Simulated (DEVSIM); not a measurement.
Device: abrupt Si n-p junction, at 400 K.

| layer (left to right) | material | thickness (μm) | Nd (cm⁻³) | Na (cm⁻³) | τn (s) | τp (s) |
|---|---|---|---|---|---|---|
| 1 | Si | 72.0 | 9.9e18 | - | 5.3e-6 | 5.3e-6 |
| 2 | Si | 1.20 | - | 2.8e16 | 5.3e-6 | 5.3e-6 |

Left contact: ohmic. Right contact: ohmic. Voltage is applied to the left contact. Recombination: SRH at mid-gap. Gap narrowing is on: ΔEg = 6.92 meV × (l + √(l² + 0.5)), l = ln(N/1.3e17 cm⁻³), shared equally by both band edges. Mobility is μmin + (μ − μmin)/(1 + (N/Nref)^α).

Constants are typed, rounded textbook-type inputs, not results; the design itself was drawn at random and stands for no fabricated device. Values at 300 K; Nc and Nv go as T^1.5, mobilities as T to minus their exponent, the gap by Varshni's rule with the affinity fixed.

```
parameter               Si
----------------  --------
gap (eV)             1.124
affinity (eV)         4.05
permittivity          11.7
Nc (cm⁻³)          2.86e19
Nv (cm⁻³)           3.1e19
μn (cm²/Vs)           1417
μp (cm²/Vs)            470
μn,min                  52
μp,min                  45
Nref,n              9.7e16
Nref,p              2.2e17
αn                    0.68
αp                    0.72
T exponent of μn       2.3
T exponent of μp       2.2
Varshni α (eV/K)  0.000473
Varshni β (K)          636
```

Model (solved in DEVSIM): 1D drift-diffusion, Boltzmann statistics, complete ionisation; no tunnelling, impact ionisation, image-force lowering or self-heating.

**Question.** Tabulate band edges, carrier densities and field at 5.0 V on the left contact.

**Answer.** Energies count from the Fermi level of the right contact; mesh points crowd at the junctions.

```json
[
 {"x (μm)": "0.000", "Ec (eV)": "-4.949", "Ev (eV)": "-5.985", "n (cm⁻³)": "9.9e18", "p (cm⁻³)": "1.9e7", "field (V/cm)": "≈ 0"},
 {"x (μm)": "0.03736", "Ec (eV)": "-4.949", "Ev (eV)": "-5.985", "n (cm⁻³)": "9.9e18", "p (cm⁻³)": "1.9e7", "field (V/cm)": "≈ 0"},
 {"x (μm)": "0.1328", "Ec (eV)": "-4.949", "Ev (eV)": "-5.985", "n (cm⁻³)": "9.9e18", "p (cm⁻³)": "1.9e7", "field (V/cm)": "≈ 0"},
 {"x (μm)": "0.3768", "Ec (eV)": "-4.949", "Ev (eV)": "-5.985", "n (cm⁻³)": "9.9e18", "p (cm⁻³)": "1.9e7", "field (V/cm)": "≈ 0"},
 {"x (μm)": "1.339", "Ec (eV)": "-4.949", "Ev (eV)": "-5.985", "n (cm⁻³)": "9.9e18", "p (cm⁻³)": "1.9e7", "field (V/cm)": "≈ 0"},
 {"x (μm)": "3.459", "Ec (eV)": "-4.949", "Ev (eV)": "-5.985", "n (cm⁻³)": "9.9e18", "p (cm⁻³)": "1.8e7", "field (V/cm)": "≈ 0"},
 {"x (μm)": "8.877", "Ec (eV)": "-4.949", "Ev (eV)": "-5.985", "n (cm⁻³)": "9.9e18", "p (cm⁻³)": "1.8e7", "field (V/cm)": "≈ 0"},
 {"x (μm)": "30.24", "Ec (eV)": "-4.949", "Ev (eV)": "-5.985", "n (cm⁻³)": "9.9e18", "p (cm⁻³)": "1.4e7", "field (V/cm)": "≈ 0"},
 {"x (μm)": "54.74", "Ec (eV)": "-4.949", "Ev (eV)": "-5.985", "n (cm⁻³)": "9.9e18", "p (cm⁻³)": "8000000", "field (V/cm)": "≈ 0"},
 {"x (μm)": "65.26", "Ec (eV)": "-4.949", "Ev (eV)": "-5.985", "n (cm⁻³)": "9.9e18", "p (cm⁻³)": "3600000", "field (V/cm)": "≈ 0"},
 {"x (μm)": "69.38", "Ec (eV)": "-4.949", "Ev (eV)": "-5.985", "n (cm⁻³)": "9.9e18", "p (cm⁻³)": "1500000", "field (V/cm)": "≈ 0"},
 {"x (μm)": "71.25", "Ec (eV)": "-4.949", "Ev (eV)": "-5.985", "n (cm⁻³)": "9.9e18", "p (cm⁻³)": "440000", "field (V/cm)": "≈ 0"},
 {"x (μm)": "71.72", "Ec (eV)": "-4.949", "Ev (eV)": "-5.985", "n (cm⁻³)": "9.9e18", "p (cm⁻³)": "160000", "field (V/cm)": "≈ 0"},
 {"x (μm)": "71.91", "Ec (eV)": "-4.949", "Ev (eV)": "-5.985", "n (cm⁻³)": "9.9e18", "p (cm⁻³)": "55000", "field (V/cm)": "≈ 0"},
 {"x (μm)": "71.99", "Ec (eV)": "-4.948", "Ev (eV)": "-5.984", "n (cm⁻³)": "9.9e18", "p (cm⁻³)": "4800", "field (V/cm)": "800"},
 {"x (μm)": "72.02", "Ec (eV)": "-4.470", "Ev (eV)": "-5.565", "n (cm⁻³)": "9.1e12", "p (cm⁻³)": "3400", "field (V/cm)": "210000"},
 {"x (μm)": "72.08", "Ec (eV)": "-3.280", "Ev (eV)": "-4.375", "n (cm⁻³)": "3300000", "p (cm⁻³)": "86000", "field (V/cm)": "190000"},
 {"x (μm)": "72.23", "Ec (eV)": "-0.948", "Ev (eV)": "-2.044", "n (cm⁻³)": "4900000", "p (cm⁻³)": "460000", "field (V/cm)": "120000"},
 {"x (μm)": "72.75", "Ec (eV)": "0.839", "Ev (eV)": "-0.256", "n (cm⁻³)": "4.1e8", "p (cm⁻³)": "2.8e16", "field (V/cm)": "≈ 0"},
 {"x (μm)": "73.03", "Ec (eV)": "0.839", "Ev (eV)": "-0.256", "n (cm⁻³)": "9.0e8", "p (cm⁻³)": "2.8e16", "field (V/cm)": "≈ 0"},
 {"x (μm)": "73.15", "Ec (eV)": "0.839", "Ev (eV)": "-0.256", "n (cm⁻³)": "1.1e9", "p (cm⁻³)": "2.8e16", "field (V/cm)": "≈ 0"},
 {"x (μm)": "73.20", "Ec (eV)": "0.839", "Ev (eV)": "-0.256", "n (cm⁻³)": "1.2e9", "p (cm⁻³)": "2.8e16", "field (V/cm)": "≈ 0"}
]
```
